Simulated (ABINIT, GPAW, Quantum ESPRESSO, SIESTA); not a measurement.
# One structure in several programs: PdIn (Pm-3m, 2 atoms in the cell)

Self-consistent single point.

```xyz
2
Lattice="3.2815 0.0000 0.0000 0.0000 3.2815 0.0000 0.0000 0.0000 3.2815" Properties=species:S:1:pos:R:3 pbc="T T T"
In     1.6408     1.6408     1.6408
Pd     0.0000     0.0000     0.0000
```

Shared settings, as Quantum ESPRESSO writes them: occupations = smearing; smearing = fermi-dirac; degauss = 0.0099958 Ry; K_POINTS = automatic 3 3 3 0 0 0. Potentials and cutoffs stand in the table.

| code | model | pressure (GPa) | cutoff |
|---|---|---|---|
| ABINIT | PBE, PAW (JTH v2.0 PBE PAW) | 1.51 | 24 Ha |
| Quantum ESPRESSO | PBE, PSlibrary PAW (PBE) pseudopotentials | 0.69 | 50 Ry |
| GPAW | PBE, GPAW PAW datasets PBE (gpaw-data 1.0.1) | 1.19 | 550 eV |
| SIESTA | GGA PBE, numerical atomic orbitals DZP, PseudoDojo PBE standard norm-conserving potentials (rewritten from UPF to PSML) | 0.91 | grid 300 Ry |

On ABINIT's run: spin polarisation is off.

The spread over the programs that give each value: pressure within 0.82 GPa.

SIESTA uses small atom-centred bases, whose incompleteness enters pressures, forces and empty levels differently from a plane-wave cutoff.

On the base mesh (13 13 13 0 0 0) the same programs gave: Quantum ESPRESSO pressure 1.71 GPa; ABINIT pressure 2.60 GPa; GPAW pressure 2.22 GPa; SIESTA pressure 2.49 GPa.

The values differ from the base mesh's, so the mesh still matters here: the table compares the programs at equal settings.

The starting cell has typed, rounded lattice constants, without a prior relaxation at this level. Its lattice was rescaled by a random factor within 2.5 % of one.

Left out of this page: Elk (not drawn, or without a comparable value); FLEUR (failed or unconverged).
